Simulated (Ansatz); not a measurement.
Take CdO in the rock salt structure (space group Fm-3m, No. 225) as the base.

```
CELL_PARAMETERS angstrom
      0.00000     2.34512     2.34512
      2.34512     0.00000     2.34512
      2.34512     2.34512     0.00000
ATOMIC_POSITIONS crystal
  O  0.00000 0.00000 0.00000
  Cd 0.50000 0.50000 0.50000
```

Cartesian axes are those of the cell as printed.

Calculations: Ansatz (a quantum-chemistry and plane-wave program) PBEsol, spin-orbit coupling left out.

Now apply this change: an isotropic linear strain of −2.66 %, atoms relaxed at fixed cell.

Predict the stress tensor and what it implies for the stiffness.

Stress of the strained cell less that of the base (GPa, compression positive):
```
   14.2     0.0     0.0
    0.0    14.2     0.0
    0.0     0.0    14.2
```

Then B = −ΔP/(ΔV/V₀) with ΔV/V₀ = -0.0777 gives secant stiffness values (nonlinear terms included at this strain): B ≈ 183 GPa.

As a check, the harmonic strain energy −½ V₀ Δσ:ε is 46 meV/atom; the computed energy rise is 41 meV/atom.

The mesh was chosen for an insulator and is coarse for the gapless case. No phonon test of stability was made. All final runs are without spin polarisation.
